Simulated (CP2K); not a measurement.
Band structure of RbBH4 (F-43m, 6 atoms in the cell).

```
RbBH4
1.0
    4.88362     0.00000     0.00000
    2.44181     4.22934     0.00000
    2.44181     1.40978     3.98746
Rb B H
1 1 4
Cartesian
  0.00000   0.00000   0.00000
  4.88362   2.81956   1.99373
  5.88398   3.39712   2.40212
  3.88326   3.39712   2.40212
  4.88362   2.81956   0.76854
  4.88362   1.66444   2.40212
```

Method of the run: PBEsol, GPW, DZVP-MOLOPT-SR-GTH basis, GTH-PBE potentials (GTH_POTENTIALS) (CP2K).

Settings: CUTOFF = 500 Ry; REL_CUTOFF = 40 Ry; KPOINTS/SCHEME = MONKHORST-PACK 6 6 6; GAMMA_CENTERED = T; XC_FUNCTIONAL = PBE:PBESOL; Rb/BASIS_SET = DZVP-MOLOPT-SR-GTH; Rb/POTENTIAL = GTH-PBE-q9; B/BASIS_SET = DZVP-MOLOPT-SR-GTH; B/POTENTIAL = GTH-PBE-q3; H/BASIS_SET = DZVP-MOLOPT-SR-GTH; H/POTENTIAL = GTH-PBE-q1; METHOD = GPW; EPS_DEFAULT = 1e-10; EXTRAPOLATION = USE_GUESS.

The starting cell comes from a database of computed structures (which also holds hypothetical and non-ambient phases and stackings), without a prior relaxation at this level. Values carry the incompleteness of an atom-centred basis. The potentials were made for another functional than the one used.

Predict the gap along the standard path and the places of the band edges.

The gap along the path is 5.84 eV, from Γ to X; the smallest direct gap on it is 5.95 eV.

Levels in eV from the top of the valence band on the SCF mesh, bands 5 to 9:
```tsv
point	5	6	7	8	9
Γ	-5.72	0.00	0.00	0.00	6.15
X	-5.33	-0.77	-0.11	-0.11	5.84
W	-5.17	-0.77	-0.40	-0.16	7.18
K	-5.18	-0.82	-0.29	-0.19	6.63
L	-4.95	-1.11	-0.27	-0.27	7.33
U	-5.18	-0.82	-0.29	-0.19	6.63
```

Higher empty bands are left out: an atom-centred basis made for the valence describes them poorly.
